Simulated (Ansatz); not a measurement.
Base system: FeS2 (space group Pnnm, No. 58; a = 4.367 Å, b = 5.333 Å, c = 3.344 Å; non-magnetic).

Level of theory: PBEsol, PAW, 420 eV (Ansatz, a quantum-chemistry and plane-wave program; scalar-relativistic without spin-orbit coupling).

Base values:

| Property | Value |
|---|---|
| Smallest direct gap | 1.23 eV |
| Band gap | 0.92 eV |
| Gap character | indirect, k = (3/8, 0, 0) in the run's primitive reciprocal basis → T |
| Pressure | 0.00 GPa |

It is then changed as follows: an isotropic linear strain of −3.74 %, atoms relaxed at fixed cell.

**Question.** How does this affect the smallest direct gap, band gap, largest internal atomic displacement, gap character and pressure?

**Answer.** The smallest direct gap rises by 0.14 eV, from 1.23 eV to 1.37 eV; the band gap goes up by 0.186 eV (0.92 eV → 1.10 eV); the largest internal atomic displacement comes out as 0.013 Å; the gap character goes from indirect, k = (3/8, 0, 0) in the run's primitive reciprocal basis → T to indirect, k = (3/8, 0, 0) in the run's primitive reciprocal basis → k = (0, 0.167, 0) in the run's primitive reciprocal basis; the pressure (mean of the normal stresses, compression positive) goes from zero to 25.97 GPa.

No phonon test of stability was made. Starting moments died away, wholly or in part, for the base; another magnetic solution may exist. The final runs are not spin-polarised.
